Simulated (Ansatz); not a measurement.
Take GaN in the wurtzite structure (space group P6_3mc, No. 186; a = 3.1833 Å, c = 5.1839 Å) as the base. Axes: x lies along a and z along c of the hexagonal cell.

Computed with Kohn–Sham DFT with the r2SCAN functional, run in Ansatz (an electronic-structure program) with PAW and 500 eV plane waves, no SOC, earlier PAW set.

For the base:

```
Property                                     Result
-----------------------------  --------------------
Shortest interatomic distance               1.946 Å
Valence-band top at Γ          0.00, 0.00, -0.04 eV
Band gap                                    2.35 eV
```

It is then changed as follows: tensor shear ε_xy = +0.58 % (engineering shear γ = 0.0116); the atoms relax in the strained cell.

Task: What happens to the shortest interatomic distance, valence-band top at Γ, energy relative to the base and band gap?

Result: The shortest interatomic distance shrinks by 0.002 Å (1.946 Å → 1.944 Å); the valence-band top at Γ (three highest levels, from the VBM) goes from 0.00, 0.00, -0.04 eV to 0.00, -0.07, -0.07 eV; the energy increases by 0.6 meV/atom; the band gap drops by 0.03 eV to 2.32 eV.

No phonon test of stability was made.
